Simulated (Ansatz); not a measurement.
Consider this model of amorphous Ge12Sb12Te30.

```xyz
54
Lattice="11.8530 0.0000 0.0000 0.0000 11.8530 0.0000 0.0000 0.0000 11.8530" Properties=species:S:1:pos:R:3 pbc="T T T"
Ge     4.7662     4.5109     8.5404
Ge     2.8069    10.0302     8.4309
Ge     1.2752     4.4554     6.6189
Ge     0.7831     2.6713     0.5630
Ge    10.1705     0.3334    10.1893
Ge     8.2659     5.6725     8.9500
Ge     6.9989     9.6346     8.6946
Ge     7.7896     7.4810     4.4592
Ge     2.5187     9.6570     4.1269
Ge     1.3790     6.9868     9.7114
Ge     8.9429    11.8140     2.1852
Ge     5.4474    11.3067     1.7380
Sb     6.5404     5.6805     2.7991
Sb     0.2126     0.5936     6.9911
Sb     0.6901     6.0767     3.0245
Sb     3.2022     3.1371     3.5551
Sb     3.2944     8.0345     0.4009
Sb     3.2398     1.3470    11.2615
Sb     7.9227     7.4185     0.9017
Sb     6.3251     2.3027     4.8204
Sb     7.9007     2.2060     7.3403
Sb    10.0805     3.5593    11.8298
Sb    10.5207     8.7617     6.5017
Sb     7.2625     2.1519    10.7382
Te     5.8301     8.1779     6.4325
Te     2.6681     1.9831     6.3012
Te    11.4658     0.1100     0.8693
Te     7.8895    11.1039    11.4890
Te     4.4924    10.8031     6.3443
Te     4.0896     7.5977     9.1217
Te     0.8990     8.8250     1.8420
Te     6.3918     5.1457    10.8210
Te     0.6123    10.6407    10.2511
Te     9.2534     8.0876     9.2949
Te     5.4193     2.2985     1.0980
Te    11.8481    10.8451     4.6648
Te    10.4979     4.1733     9.0747
Te     6.9654     5.1923     6.6412
Te    10.6496     6.2457     0.6646
Te     2.6292     5.0984     1.0606
Te     5.1013     1.6630     8.8544
Te    10.2817     2.4714     5.6861
Te     8.3593     3.3808     3.0885
Te     8.7822    11.2941     7.4217
Te    10.0083     6.1889     5.3448
Te     2.9465     0.0853     2.6002
Te     4.3457    10.5902    10.8365
Te     3.2282     5.6571     5.0470
Te     6.8688    11.4515     4.1691
Te     1.9723     4.3135     9.3447
Te     1.2683     7.7619     7.0506
Te     9.4155     9.0728     2.8232
Te     0.3195     2.9050     3.2419
Te     5.1556     8.4888     2.5190
```

Method: PBE-D3(BJ), scalar-relativistic without spin-orbit coupling, PAW (Ansatz default set, large-core Te) (plane waves to 420 eV; Ansatz, a quantum-chemistry and plane-wave program).

Preparation: random packing, a CHGNet melt and quench, and a DFT relaxation. The hot cell started wider than the set density and was brought back towards it in steps. It is the lowest in DFT energy of 4 quenches. It is a model cell: composition and starting density were chosen by hand, and all elements were melted together. The geometry includes D3(BJ) dispersion. Its density started from a set value of 6.01 and ended at 6.14 g/cm³. Cooling (nominally 20 K/ps over its main leg) ran many orders faster than in experiment, which tends to leave more defects and strain. One small periodic cell is one sample of the glass; other quenches scatter about these values. The volume was free in the relaxation, at fixed shape. On a 2×2×2 Γ-centred mesh force components of up to 0.36 eV/Å stay, since the relaxation ran on one k-point at (1/4, 1/4, 1/4).

Neighbours within Ge-Ge 2.85 Å, Ge-Sb 3.11 Å, Ge-Te 3.10 Å, Sb-Sb 3.14 Å, Sb-Te 3.34 Å, Te-Te 3.31 Å count as bonded.

Question: Give the coordination numbers, mean bond lengths and angles.

Answer: 
```yaml
Mean coordination of Ge: 3.83 (5 with 3, 4 with 4, 3 with 5)
Mean coordination of Sb: 4.08 (4 with 3, 3 with 4, 5 with 5)
Mean coordination of Te: 3.23 (3 with 2, 18 with 3, 8 with 4, 1 with 5)
Mean Ge-Te bond: 2.840 Å (spread 0.099 Å, 43 counted)
Mean Sb-Te bond: 3.004 Å (spread 0.138 Å, 42 counted)
Mean Te-Te bond: 3.131 Å (spread 0.131 Å, 6 counted)
Mean Sb-Sb bond: 2.947 Å (spread 0.026 Å, 2 counted)
Bond angle at Ge: mean 102.5°, spread 23.5°
Bond angle at Sb: mean 102.2°, spread 27.9°
Bond angle at Te: mean 101.5°, spread 26.7°
```

Question: List the pairs of like atoms that count as bonded by the rules above.

Answer: Sb13-Sb19 (2.92 Å), Sb20-Sb21 (2.97 Å), Te25-Te30 (3.26 Å), Te25-Te29 (2.95 Å), Te25-Te38 (3.20 Å), Te27-Te33 (2.98 Å), Te29-Te49 (3.29 Å), Te42-Te53 (3.12 Å).
